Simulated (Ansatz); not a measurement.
Worked sum: energy of the reaction between neutral defects in C (diamond, Fd-3m)

This concerns the energy of the reaction between neutral defects in C (diamond, Fd-3m). Reaction: cell B + 2 C (diamond) → cell A. A negative value means that the right-hand side lies lower.

A: a supercell of 64 sites of C (diamond, Fd-3m) with two times N off the lattice sites (3 C at 1.31–1.38 Å); the closest two of these centres are 1.8 Å apart; spin state with PBE: run without spin.

B: a supercell of 64 sites of C (diamond, Fd-3m) with two times N on a C site (3 C at 1.45 Å); the closest two of these centres are 2.2 Å apart; spin state with PBE: run without spin.

Ansatz (a program for electronic structure) with PAW potentials; structures come from PBE relaxations, nuclei static, no net charge. Ansatz runs with its default PAW set. Other levels take these structures. The lattices are those relaxed with PBE, so at other levels the solids can be strained, which adds to the spread. Larger cells are relaxed from a start prepared with the learned potential CHGNet, on a coarser mesh till forces fall under 0.03 eV/Å, which some starts already meet. A dispersion term (D3(BJ), or D4 for r2SCAN) was computed beside these levels and is taken off wherever the name lacks it. Cell A has symmetry C2/m and got no random move, so less symmetric positions, which may lie lower, weren't tried. Cell B has symmetry R-3m and got no random move, so less symmetric positions, which may lie lower, weren't tried.

Total energies of the cells in eV, at zero smearing width. They compare only within one column; the weights balance every element.

| cell | atoms | weight | r2SCAN | RPBE |
|---|---|---|---|---|
| A: C:2 N_i | 66 | +1 | -16854.77264 | -16886.94761 |
| B: C:2 N_C | 64 | −1 | -16361.86012 | -16393.57728 |
| C (diamond) | 64 | −1/32 | -16099.52212 | -16131.08003 |

r2SCAN: (-16854.77264) − (-16361.86012) − 1/32 × (-16099.52212) = 10.198 eV.

RPBE: (-16886.94761) − (-16393.57728) − 1/32 × (-16131.08003) = 10.726 eV.

What follows from the r2SCAN value: Per mole of the reaction as written, 10.198 eV × 96.485 = 984.0 kJ.
